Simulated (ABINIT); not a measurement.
## σxx against uniaxial strain in diamond-structure C (space group 227): C11 (ABINIT, LDA)

```yaml
crystal:
  lattice:
    - [0.00000, 1.76886, 1.76886]
    - [1.74232, 0.00000, 1.76886]
    - [1.74232, 1.76886, 0.00000]
  atoms:
    - { symbol: C, position: [0.50000, 0.50000, 0.50000] }
    - { symbol: C, position: [0.75000, 0.75000, 0.75000] }
```

Method: LDA (PW92), norm-conserving pseudopotentials (PseudoDojo nc-sr-04 LDA standard) (plane waves; ABINIT 10.0.3). Settings: pseudos = [C.upf]; ecut = 1442 eV; occopt = 3; tsmear = 0.01 eV; ngkpt = 18 18 18; nshiftk = 1; shiftk = 0 0 0; potentials = PseudoDojo nc-sr-04 LDA standard; nband = 9; kptopt = 1; nstep = 50; tolvrs = 1e-10. The cell above is the first row's. The rows stretch one cube axis (x) by the strain ε and hold the other two. Stress is positive in tension. In all rows fractional positions and the k mesh are held.

| ε (%) | σxx (GPa) |
|---|---|
| -1.5 | ? |
| -1.0 | -11.12 |
| -0.5 | -5.52 |
| 0.0 | 0.01 |
| 0.5 | 5.47 |
| 1.0 | 10.85 |
| 1.5 | 16.16 |
| 2.0 | 21.41 |

Fit σxx of the 7 rows that show it with a parabola. Least squares gives σxx = 0.009 + 10.9855·ε - 0.1433·ε². Residuals (row less fit): 0.000, 0.000, 0.001, 0.004, -0.001, -0.005, 0.003; standard error 0.004 (degrees of freedom: 4). The slope at ε = 0, 10.9855 GPa per cent, gives C11 ≈ 100 × 10.9855 = 1099 GPa, for the static lattice.

### Question
Estimate the missing σxx (ε = -1.5); what did the run itself give?

### Answer
σxx = 0.009 + 10.9855 × (-1.5) - 0.1433 × (-1.5)² = -16.792 GPa. The calculation gives -16.79 GPa, which the fit meets to the printed digits. The row lies outside the fitted rows, so this is an extrapolation. From the scatter of the fitted rows alone, a prediction at this place has a standard error of 0.007 GPa, so the miss is 0.3 times that.

Carrying the step between the two nearest rows on in a straight line would have given -16.72, off by 0.07; series whose last step already gives the withheld value aren't shown. The reference cell has the volume at which an earlier scan in this program and functional put its minimum by a fit. The runs keep the symmetry of the cell, so they don't test it for distortions. The unstrained cell stands at a pressure of -0.01 GPa, and the constants belong to that pressure. By symmetry this strain leaves no force on the atoms; the largest in the rows is 0.000 eV/Å. Cutoffs and mesh are single choices, not tested for convergence of this quantity. Series with a scatter that would blur these digits, or in which a gap closes, are not shown. Strain series were run only where this level's volume lies within 10 % of a first guess from the measured size.
